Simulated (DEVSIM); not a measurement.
System: Schottky contact on p-type Si, at 400 K.

Layer 1 from the left is Si, thickness (μm) 12.0, Na (cm⁻³) 2.3e16, τn (s) 3.5e-7, τp (s) 3.5e-7. Layer 2 from the left is Si, thickness (μm) 1.10, Na (cm⁻³) 2.1e18, τn (s) 3.5e-7, τp (s) 3.5e-7.

Left contact: Schottky, work function 4.324 eV, emission velocity 1e7 cm/s. Right contact: ohmic. Voltage is applied to the left contact. Recombination: SRH at mid-gap, radiative, Auger. Mobility is constant in doping.

Constants are typed, rounded textbook-type inputs, not results; the design itself was drawn at random and stands for no fabricated device. Values at 300 K; Nc and Nv go as T^1.5, mobilities as T to minus their exponent, the gap by Varshni's rule with the affinity fixed.

Si: gap (eV) 1.124, affinity (eV) 4.05, permittivity 11.7, Nc (cm⁻³) 2.86e19, Nv (cm⁻³) 3.1e19, μn (cm²/Vs) 1417, μp (cm²/Vs) 470, T exponent of μn 2.3, T exponent of μp 2.2, B (cm³/s) 4.7e-15, Cn (cm⁶/s) 2.8e-31, Cp (cm⁶/s) 9.9e-32, Varshni α (eV/K) 0.000473, Varshni β (K) 636.

Simulated with DEVSIM: 1D drift-diffusion, Boltzmann statistics, complete ionisation; no tunnelling, impact ionisation, image-force lowering or self-heating. Metal contacts follow the ideal Schottky-Mott rule: no Fermi-level pinning, no interface dipoles.

Dark forward current:

| |V| (V) | |J| (A/cm²) |
|---|---|
| 0.05 | 0.006352 |
| 0.10 | 0.03257 |
| 0.15 | 0.1403 |
| 0.20 | 0.5738 |
| 0.25 | 2.210 |
| 0.30 | 7.391 |
| 0.35 | 19.24 |
| 0.40 | 38.40 |
| 0.45 | 63.24 |
| 0.50 | 92.35 |
| 0.55 | 125.2 |
| 0.60 | 161.5 |
| 0.65 | 200.5 |
| 0.70 | 241.9 |
| 0.75 | 285.3 |
| 0.80 | 330.7 |
| 0.85 | 377.8 |
| 0.90 | 426.8 |
| 0.95 | 477.6 |
| 1.00 | 530.0 |
| 1.05 | 584.2 |
| 1.10 | 640.1 |
| 1.15 | 697.6 |
| 1.20 | 756.7 |
| 1.25 | 817.4 |
| 1.30 | 879.8 |

Q: Work out the local ideality factor n = ΔV / (kT/q · ln(J2/J1)) between the rows 0.15 and 0.20 V, 1.25 and 1.30 V.

A: kT/q = 34.47 mV. From 0.15 to 0.20 V: ln(0.5738/0.1403) = 1.408, n = 1.03, near the 1 of diffusion or emission over a barrier. From 1.25 to 1.30 V: ln(879.8/817.4) = 0.074, n = 19.72.

Q: Estimate the current at 0.15 V for emission alone, J0 = q v N_band exp(−φB/kT), and read the barrier back from the simulated current.

A: φB = 0.822 eV, N_band = 4.77e19 cm⁻³, J0 = 0.00332 A/cm²; J = J0 (exp(qV/kT) − 1) = 0.255 A/cm². The simulation gives 0.140 A/cm²; the estimate lies 81 % above. Read backwards, the simulated current gives an apparent barrier of 0.843 eV. The estimate leaves out transport through the depletion region and minority injection.
